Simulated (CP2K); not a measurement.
Band structure of As (R-3m, 2 atoms in the cell).

```xyz
2
Lattice="4.2920 0.0000 0.0000 2.6496 3.3766 0.0000 2.6496 1.2888 3.1209" Properties=species:S:1:pos:R:3 pbc="T T T"
As     2.1526     1.0471     0.7004
As     7.4387     3.6183     2.4205
```

Method of the run: PBE, GPW, DZVP-MOLOPT-SR-GTH basis, GTH-PBE potentials (GTH_POTENTIALS) (CP2K).

Settings: CUTOFF = 400 Ry; REL_CUTOFF = 40 Ry; SMEAR/METHOD = FERMI_DIRAC; ELECTRONIC_TEMPERATURE = 1160.45 K; KPOINTS/SCHEME = MONKHORST-PACK 11 11 11; XC_FUNCTIONAL = PBE; As/BASIS_SET = DZVP-MOLOPT-SR-GTH; As/POTENTIAL = GTH-PBE-q5; METHOD = GPW; EPS_DEFAULT = 1e-10; EXTRAPOLATION = USE_GUESS; NGRIDS = 4; SCF_GUESS = ATOMIC; EPS_SCF = 1e-06.

The starting cell comes from a database of computed structures (which also holds hypothetical and non-ambient phases and stackings), without a prior relaxation at this level. Values carry the incompleteness of an atom-centred basis.

Levels in eV from the Fermi level, bands 2 to 7:
```
point       2      3      4      5      6     7
-----  ------  -----  -----  -----  -----  ----
Γ       -6.38  -2.63  -1.97  -1.97   1.30  2.63
L      -11.01  -3.24  -3.02  -0.72  -0.39  0.28
Z       -9.85  -1.79  -1.79  -0.57   0.97  0.97
F       -9.95  -5.79  -4.15  -3.97   1.53  4.95
P1     -10.21  -5.94  -3.68  -3.06   1.94  3.67
P      -10.21  -5.94  -3.68  -3.06   1.94  3.67
```

Bands cross the Fermi level along this path, so the cell is metallic at this level.

Higher empty bands are left out: an atom-centred basis made for the valence describes them poorly.
